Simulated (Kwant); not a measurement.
Model: Hückel tight-binding model, one pz orbital an atom, one spin, coherent transport at 0 K (Kwant). Conductance is in e²/h.

Device: π system c1ccc(cc1)-c1cccc(c1)-c1ccccc1 between two chain leads. The π system is taken as planar. Atoms are numbered from 0 in the order of the SMILES. Site energies (eV, carbon 0): [0.0, 0.0, 0.0, 0.0, 0.0, 0.0, 0.0, 0.0, 0.0, 0.0, 0.0, 0.0, 0.0, 0.0, 0.0, 0.0, 0.0, 0.0]. Bonds (i, j, β in eV): (0,1,-3) (1,2,-3) (2,3,-3) (3,4,-3) (4,5,-3) (3,6,-3) (6,7,-3) (7,8,-3) (8,9,-3) (9,10,-3) (10,11,-3) (10,12,-3) (12,13,-3) (13,14,-3) (14,15,-3) (15,16,-3) (16,17,-3) (5,0,-3) (11,6,-3) (17,12,-3). Leads: chains of hopping −4.5 eV, joined by −0.6 eV to atoms 2 and 13.

Site energies and bond integrals are typed Hückel values.

Sweep values stay those of the base run.

One input was changed, with this effect: transmission at E = 0 < 1e-12 → 0.00071.

### Question
Which change was it?
A) contacts moved from atoms [2, 13] to [1, 11]
B) contacts moved from atoms [2, 13] to [2, 9]
C) contacts moved from atoms [2, 13] to [0, 13]
D) contacts moved from atoms [2, 13] to [0, 9]
E) contacts moved from atoms [2, 13] to [8, 11]
F) contacts moved from atoms [2, 13] to [1, 14]

### Answer
E, contacts moved from atoms [2, 13] to [8, 11]
